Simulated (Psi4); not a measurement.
Psi4 1.11, B3LYP/def2-svp, scf_type pk: C[Si@H](O)/C=C\Cl, 13 atoms. The geometry is a generated start, not checked to be a minimum at this level.

```yaml
task: energy
method: b3lyp
basis: def2-svp
memory: 7 GB
e_convergence: 1e-08
d_convergence: 1e-07
guess: auto, which took SAD (default)
diis_max_vecs: 10 (default)
scf_initial_accelerator: adiis (default)
dft_radial_points: 75 (default)
dft_spherical_points: 302 (default)
basis_functions: 127
grid_points: 276737
```

```xyz
13

C     -1.7858    -0.1490    -0.3917
Si    -0.4254     0.4148     0.7358
O     -0.0122     2.0037     0.4742
C      1.0554    -0.6566     0.5723
C      1.9310    -0.7423    -0.4330
Cl     1.8936     0.1622    -1.8879
H     -2.6833     0.4621    -0.2557
H     -1.4878    -0.0747    -1.4420
H     -2.0573    -1.1901    -0.1924
H     -0.8975     0.3019     2.1334
H      0.4866     2.1758    -0.3410
H      1.2041    -1.2895     1.4410
H      2.7787    -1.4182    -0.4129
```

The reference run uses exact four-centre integrals (scf_type = pk). One run each, on a shared machine, so no times are given.

Settings tried, all else as in the reference:
- scf_type = dfdirj+cosx, cosx_radial_points_final = 50, cosx_spherical_points_final = 194
- scf_type = dfdirj+link
- scf_type = cd, cholesky_tolerance = 0.0001 (default)
- scf_type = dfdirj+cosx, cosx_radial_points_final = 25, cosx_spherical_points_final = 50
- scf_type = mem_df
- scf_type = cd, cholesky_tolerance = 0.01
- scf_type = dfdirj+cosx, cosx_radial_points_final = 75, cosx_spherical_points_final = 302
- scf_type = cd, cholesky_tolerance = 1e-06
- scf_type = cd, cholesky_tolerance = 0.001
- scf_type = cd, cholesky_tolerance = 1e-05
- scf_type = dfdirj+cosx
- scf_type = dfdirj+snlink

Task: Which of these stay within 1.0 meV/atom in energy of the reference run?

Result: Within it: scf_type = cd, cholesky_tolerance = 1e-06; scf_type = mem_df; scf_type = cd, cholesky_tolerance = 1e-05; scf_type = dfdirj+cosx, cosx_radial_points_final = 50, cosx_spherical_points_final = 194; scf_type = dfdirj+cosx, cosx_radial_points_final = 75, cosx_spherical_points_final = 302; scf_type = dfdirj+link; scf_type = dfdirj+snlink; scf_type = dfdirj+cosx. Outside: scf_type = cd, cholesky_tolerance = 0.0001 (default); scf_type = cd, cholesky_tolerance = 0.001; scf_type = dfdirj+cosx, cosx_radial_points_final = 25, cosx_spherical_points_final = 50; scf_type = cd, cholesky_tolerance = 0.01.

| setting | energy against the reference |
|---|---|
| scf_type = cd, cholesky_tolerance = 1e-06 | −0.020 meV/atom |
| scf_type = mem_df | −0.17 meV/atom |
| scf_type = cd, cholesky_tolerance = 1e-05 | −0.26 meV/atom |
| scf_type = dfdirj+cosx, cosx_radial_points_final = 50, cosx_spherical_points_final = 194 | −0.26 meV/atom |
| scf_type = dfdirj+cosx, cosx_radial_points_final = 75, cosx_spherical_points_final = 302 | −0.27 meV/atom |
| scf_type = dfdirj+link | −0.28 meV/atom |
| scf_type = dfdirj+snlink | −0.29 meV/atom |
| scf_type = dfdirj+cosx | −0.59 meV/atom |
| scf_type = cd, cholesky_tolerance = 0.0001 (default) | −1.6 meV/atom |
| scf_type = cd, cholesky_tolerance = 0.001 | −4.3 meV/atom |
| scf_type = dfdirj+cosx, cosx_radial_points_final = 25, cosx_spherical_points_final = 50 | +4.5 meV/atom |
| scf_type = cd, cholesky_tolerance = 0.01 | +22 meV/atom |

Total energies are compared; such shifts often cancel in part in energy differences. The DFDIRJ builders fit J, which adds its shift to that of exchange. Psi4 runs the final COSX grid once, on the density of the start grid. Also tried and not ranked: scf_type = direct (same energy as a listed run). The tolerance is a choice made for this comparison.
